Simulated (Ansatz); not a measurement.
Take GaSb in the zinc blende structure (space group F-43m, No. 216; a = 6.134 Å) as the base. Axes: x, y, z lie along the cube axes.

Computed with Ansatz (a first-principles code) r2SCAN, scalar-relativistic without spin-orbit coupling, earlier PAW set.

For the base:

- Pressure = 0.0 kbar
- Shortest interatomic distance = 2.656 Å

The change: strain tensor (xx, yy, zz, yz, xz, xy) = (+0.40, +0.08, −2.10, +1.35, +0.95, −1.28) %, atoms relaxed at fixed cell.

### Question
How does this affect the pressure?

### Answer
The pressure (mean of the normal stresses, compression positive) goes from zero to 9.4 kbar.

### Question
How does this affect the energy relative to the base?

### Answer
The energy rises by 9.9 meV/atom.

### Question
Predict the new shortest interatomic distance.

### Answer
The shortest interatomic distance shrinks by 0.0395 Å (2.656 Å → 2.616 Å).

### Question
How does this affect the largest internal atomic displacement?

### Answer
The largest internal atomic displacement amounts to 0.019 Å.

No phonon test of stability was made.
